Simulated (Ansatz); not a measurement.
We consider SiO₂ (P4₁2₁2, No. 92), described by LDA (Ansatz, a first-principles code, PAW).

Settings: plane-wave cutoff 520 eV, 8×8×6 k mesh (along the axes of the cell as run), perturbation theory, scalar-relativistic PAW data made under PBE.

Cell (relaxed at this level):

```cif
data_O8Si4
_chemical_formula_sum 'Si4 O8'
_space_group_name_H-M_alt 'P41212'
_space_group_IT_number 92
_space_group_name_Hall 'P 4abw 2nw'
_cell_length_a 4.94436
_cell_length_b 4.94436
_cell_length_c 6.87041
_cell_angle_alpha 90.000
_cell_angle_beta 90.000
_cell_angle_gamma 90.000
loop_
_atom_site_label
_atom_site_type_symbol
_atom_site_symmetry_multiplicity
_atom_site_Wyckoff_symbol
_atom_site_fract_x
_atom_site_fract_y
_atom_site_fract_z
_atom_site_occupancy
Si1 Si 4 a 0.30432 0.30432 0.00000 1
O1 O 8 b 0.23733 0.11323 0.18329 1
```

Question: Predict the high-frequency dielectric constant (mean over three axes) and dielectric constant ε0 (ions relaxed) (mean over three axes).

Answer: 
high-frequency dielectric constant (mean over three axes): 2.32
dielectric constant ε0 (ions relaxed) (mean over three axes): 4.13

Computing time: very roughly 50 core-minutes.
